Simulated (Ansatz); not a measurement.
## CdSe: pressure series

Take CdSe in the zinc blende structure (space group F-43m, No. 216; a = 6.196 Å) as the base.

Cell and atoms are relaxed at each pressure.

Levels (all Ansatz, an electronic-structure program, PAW): PBE (420 eV, without spin-orbit coupling); r2SCAN (500 eV, scalar-relativistic without spin-orbit coupling).

The base cell above is that of PBE; each level relaxes its own structures.

```json
[
 {"case": "pressure −2 GPa", "shift of the gap caused by the change, PBE": "-0.10 eV", "shift of the gap caused by the change, r2SCAN": "-0.10 eV"},
 {"case": "pressure −1 GPa", "shift of the gap caused by the change, PBE": "-0.05 eV", "shift of the gap caused by the change, r2SCAN": "___"},
 {"case": "pressure 0.9 GPa", "shift of the gap caused by the change, PBE": "+0.04 eV", "shift of the gap caused by the change, r2SCAN": "+0.04 eV"},
 {"case": "pressure 2.1 GPa", "shift of the gap caused by the change, PBE": "+0.09 eV", "shift of the gap caused by the change, r2SCAN": "+0.08 eV"},
 {"case": "pressure 4.5 GPa", "shift of the gap caused by the change, PBE": "+0.17 eV", "shift of the gap caused by the change, r2SCAN": "___"},
 {"case": "pressure 9 GPa", "shift of the gap caused by the change, PBE": "+0.29 eV", "shift of the gap caused by the change, r2SCAN": "___"},
 {"case": "pressure 15 GPa", "shift of the gap caused by the change, PBE": "+0.41 eV", "shift of the gap caused by the change, r2SCAN": "+0.40 eV"},
 {"case": "pressure 22.5 GPa", "shift of the gap caused by the change, PBE": "+0.52 eV", "shift of the gap caused by the change, r2SCAN": "___"},
 {"case": "pressure 30 GPa", "shift of the gap caused by the change, PBE": "+0.61 eV", "shift of the gap caused by the change, r2SCAN": "+0.60 eV"}
]
```

Task: Complete the table.

Result: 
- pressure −1 GPa, shift of the gap caused by the change, r2SCAN: -0.05 eV
- pressure 4.5 GPa, shift of the gap caused by the change, r2SCAN: +0.16 eV
- pressure 9 GPa, shift of the gap caused by the change, r2SCAN: +0.28 eV
- pressure 22.5 GPa, shift of the gap caused by the change, r2SCAN: +0.51 eV

The two levels differ by at most about 0.02 eV. They put the cases in the same order.

Load acts through the strain it causes; cell and atoms are relaxed under it. Stability against distortions was not tested. Tetrahedral semiconductors of this kind turn to denser phases somewhere between about 1 and 50 GPa; those were not computed, so compressed cells here can lie past the real transition.
